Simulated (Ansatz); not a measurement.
**TaSi2, point defects**

Take a 9-atom supercell of TaSi$_{2}$ (space group P6_222, No. 180; a = 4.8039 Å, c = 6.6042 Å) at its relaxed geometry as the base.

One neutral defect a cell, atoms relaxed at fixed cell.

Method: PBE (Ansatz, a first-principles code), scalar-relativistic without spin-orbit coupling, earlier PAW set.

```csv
change,largest displacement of a host atom from its site in the perfect cell,pressure
perfect supercell,–,0.0 GPa
"H interstitial (started 1.72 Å from the nearest host atom), symmetric start",0.11 Å,4.2 GPa
"Ta on a Si site (antisite), symmetric start",0.12 Å,12.2 GPa
"Ta interstitial (started 1.72 Å from the nearest host atom), symmetric start",0.53 Å,53.7 GPa
Si on a Ta site (antisite),0.44 Å,0.2 GPa
"Ta vacancy, symmetric start",0.40 Å,-4.6 GPa
```

The cell is small, so the values are those of an ordered compound at a high defect concentration; dilute-limit values will differ. Defects with a symmetric start kept the site's symmetry and may sit on a saddle; the others started slightly shaken. The final runs are not spin-polarised. An odd electron count without spin: TaSi2.
